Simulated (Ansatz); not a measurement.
Take PbI₂ in the CdI2 type structure (space group P-3m1, No. 164; a = 4.5590 Å, c = 6.9727 Å) as the base.

Calculations: Ansatz (an electronic-structure program), PBE-D3(BJ), PAW, cutoff 420 eV, spin-orbit coupling left out.

Modification: a free-standing slab of 3 layers (9 atoms, 3 a layer) is cut normal to the stacking axis, with 15 Å of vacuum and the in-plane cell relaxed.

### Question
Predict the new electron mass.

### Answer
The electron mass (in plane) is 0.25 mₑ (at Γ).

### Question
What happens to the valence-band top at Γ?

### Answer
The valence-band top at Γ (three highest levels, from the VBM) is 0.00, -0.29, -0.66 eV.

Spin-orbit coupling, missing from the scalar runs, can matter with I and Pb. The levels and masses belong to the bands next to the band gap. Masses are band curvatures over ±0.01 Å⁻¹ around the edge. Stability against distortions was not tested.
